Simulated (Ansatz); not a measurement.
**Zr, pressure series**

Consider Zr in the hcp (Mg type) structure (space group P6_3/mmc, No. 194).

Zr is modelled in the hexagonal space group P6₃/mmc (No. 194), the hcp (Mg type) structure, Pearson symbol hP2. Lattice parameters: a = b = 3.246 Å, c = 5.151 Å, α = β = 90.00°, γ = 120.00°. Zr on 2d has 12 Zr at 3.185–3.246 Å (anticuboctahedral). (Neighbours: up to the widest gap in distance over summed covalent radii, below 1.35, at either atom.)

Cell and atoms are relaxed at each pressure.

The values are results of r2SCAN/PAW in Ansatz (a program for electronic structure), no spin-orbit coupling, not measurements.

Candidates:
(a) pressure −2 GPa
(b) pressure 100 GPa
(c) pressure 7 GPa

Before the change:

* **c/a ratio**: 1.587

Task: Order them by c/a ratio, highest first.

Result: (b) pressure 100 GPa (1.802), (c) pressure 7 GPa (1.593), (a) pressure −2 GPa (1.585)

Load acts through the strain it causes; cell and atoms are relaxed under it. Whether these cells are dynamically stable was not tested. The final runs are not spin-polarised. Measured, Zr leaves this structure (for the ω phase) near 3 GPa (temperature not stated; as listed in C. Cazorla, D. Alfè, M. J. Gillan, Physical Review B (2008)).
